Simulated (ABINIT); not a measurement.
Worked example: self-consistent single point of Y3Si (Pm-3m, 4 atoms in the cell) in ABINIT.

Level of theory: PBEsol, norm-conserving pseudopotentials (PseudoDojo nc-sr-04 PBEsol standard) (plane waves; ABINIT 10.0.3).

```
Y3Si
1.0
    4.56843     0.00000     0.00000
    0.00000     4.56843     0.00000
    0.00000     0.00000     4.56843
Y Si
3 1
Direct
  0.00000   0.50000   0.50000
  0.50000   0.00000   0.50000
  0.50000   0.50000   0.00000
  0.00000   0.00000   0.00000
```

Reference input (self-consistent single point, DFT, LDA (PW92), plane waves, norm-conserving pseudopotentials (PseudoDojo nc-sr-04 LDA standard)): pseudos = [Y.upf, Si.upf]; ecut = 72 Ry; ixc = 7; occopt = 7; tsmear = 0.272 eV; ngkpt = 6 6 6; nshiftk = 1; shiftk = 0 0 0; potentials = PseudoDojo nc-sr-04 LDA standard; nband = 25; kptopt = 1; nstep = 60. This run's input differs from it in these lines:

```diff
@@ -1,2 +1,2 @@
-# Y3Si, PseudoDojo nc-sr-04 LDA standard
+# Y3Si, PseudoDojo nc-sr-04 PBEsol standard
 pp_dirpath "./"
@@ -18,3 +18,3 @@
 ecut 72 Ry
-ixc 7
+ixc -116133
 occopt 7
```

Its files differ too (potentials: PseudoDojo nc-sr-04 LDA standard → PseudoDojo nc-sr-04 PBEsol standard).

Output (repeated stretches shortened):

```
--- !BeginCycle
solver: {iscf: 7, nstep: 60, nline: 4, wfoptalg: 0, }
tolerances: {tolvrs: 1.00E-11, }
...

     iter   Etot(hartree)      deltaE(h)  residm     vres2
 ETOT  1  -126.55104263842    -1.266E+02 6.929E-02 2.937E+01
 ETOT  2  -126.62273499534    -7.169E-02 8.831E-03 1.408E+01
 ETOT  3  -126.62427267669    -1.538E-03 3.933E-03 1.091E-01
 ETOT  4  -126.62429731135    -2.463E-05 2.332E-03 3.527E-03
 ETOT  5  -126.62429827521    -9.639E-07 2.234E-03 9.840E-05
   [... 2 lines left out ...]
 ETOT  8  -126.62429833518    -3.360E-10 4.448E-04 1.316E-08
 ETOT  9  -126.62429833521    -2.684E-11 4.309E-04 7.511E-11
 ETOT 10  -126.62429833522    -6.963E-12 3.557E-04 1.103E-11
 ETOT 11  -126.62429833521     3.709E-12 3.239E-04 1.067E-12
 At SCF step   11       vres2   =  1.07E-12 < tolvrs=  1.00E-11 =>converged.

 Cartesian components of stress tensor (hartree/bohr^3)
  sigma(1 1)= -2.41929426E-05  sigma(3 2)=  0.00000000E+00
  sigma(2 2)= -2.41929426E-05  sigma(3 1)=  0.00000000E+00
  sigma(3 3)= -2.41929426E-05  sigma(2 1)=  0.00000000E+00

 ----iterations are completed or convergence reached----

 reduced coordinates (array xred) for    4 atoms
       0.000000000000      0.500000000000      0.500000000000
       0.500000000000      0.000000000000      0.500000000000
       0.500000000000      0.500000000000      0.000000000000
       0.000000000000      0.000000000000      0.000000000000
 cartesian forces (eV/Angstrom) at end:
    1     -0.00000000000000    -0.00000000000000    -0.00000000000000
   [... lines left out ...]
 Fermi (or HOMO) energy (hartree) =   0.32885   Average Vxc (hartree)=  -0.39068
   [... lines left out ...]
total_energy        : -1.26624298335215E+02
total_energy_eV     : -3.44562238800268E+03
band_energy         : -1.31032872766299E+01
...

-Cartesian components of stress tensor (GPa)         [Pressure=  7.1178E-01 GPa]
- sigma(1 1)= -7.11780827E-01  sigma(3 2)=  0.00000000E+00
- sigma(2 2)= -7.11780827E-01  sigma(3 1)=  0.00000000E+00
- sigma(3 3)= -7.11780827E-01  sigma(2 1)=  0.00000000E+00

 Calculation completed.
```

The run converged in 11 iterations. Against the reference run the pressure goes from -1.46 to 0.71 GPa.

The starting cell comes from a database of computed structures (which also holds hypothetical and non-ambient phases and stackings), without a prior relaxation at this level. Its lattice was rescaled by a random factor within 2.5 % of one.

Cost on one core of a shared machine: roughly 70 s.
